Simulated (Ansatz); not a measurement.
For rock-salt VN (cubic form, which distorts at low temperature), BLYP (Ansatz, an electronic-structure program, PAW) gives:

| Item | Result |
|---|---|
| lattice parameter a | 4.168 Å |
| bulk modulus B0 | 286 GPa |

**Question.** What does PBE-D3(BJ) in Ansatz (plane waves, PAW) give for the same quantities?

**Answer.** 
- lattice constant a: 4.079 Å (drops by 2.1 %)
- bulk modulus: 335 GPa (grows by 17 %)

For comparison: lattice constant a 4.136 Å (measured, room temperature, no zero-point or thermal correction; as tabulated in Friedrich, Winkler, Juarez-Arellano, Bayarjargal, Materials 4, 1648 (2011)); bulk modulus 265 ± 5 GPa (measured, room temperature, not corrected to a static lattice, our sources range from 265 to 300; as tabulated in Synthesis of Binary Transition Metal Nitrides, Carbides and Borides from the …).

Changes are worked out from the printed values.

Unless a cell is named, each level is at its own relaxed cell (BLYP 9.05, PBE-D3(BJ) 8.48 Å³/atom).

The crystal itself was run without spin with BLYP, PBE-D3(BJ); a magnetic state was not tried in these runs.

Caveats: symmetry holds this phase in the static calculation, where it need not be a minimum (BLYP, PBE-D3(BJ)). Ansatz's density-functional and Hartree–Fock values are scalar-relativistic unless marked +SOC, with PAW data made under PBE.
